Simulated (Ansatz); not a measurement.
Consider the following.

```yaml
crystal:
  lattice:
    - [3.94155, 0.00000, 0.00000]
    - [0.00000, 3.94155, 0.00000]
    - [0.00000, 0.00000, 11.13646]
  atoms:
    - { symbol: Ge, position: [0.50000, 0.00000, 0.62376] }
    - { symbol: Ge, position: [0.00000, 0.50000, 0.37624] }
    - { symbol: Ge, position: [0.50000, 0.00000, 0.12919] }
    - { symbol: Ge, position: [0.00000, 0.50000, 0.87081] }
    - { symbol: Si, position: [0.00000, 0.00000, 0.50000] }
    - { symbol: Si, position: [0.50000, 0.50000, 0.25239] }
    - { symbol: Ge, position: [0.00000, 0.00000, 0.00000] }
    - { symbol: Si, position: [0.50000, 0.50000, 0.74761] }
```

No spin polarisation.

All numbers come from Ansatz (a program for electronic structure), PBEsol, PAW, cutoff 420 eV, scalar-relativistic without spin-orbit coupling. Γ-centred 8×8×3 mesh, Fermi–Dirac width 0.05 eV.

Problem. What is the computed band gap?

Solution. 0.39 eV.

Problem. What is the computed valence-band top at Γ (three highest levels, from the VBM)?

Solution. 0.00, 0.00, -0.02 eV.

Problem. What is the computed gap character (in this cell's own zone, which can be folded)?

Solution. Indirect, Γ → Z.

These are small ordered cells, not random alloys; other orderings at the same x differ. Whether these cells are dynamically stable was not tested. The cell was made from Ge by this change: x(Si) = 0.375, 8 atoms, P-4m2.
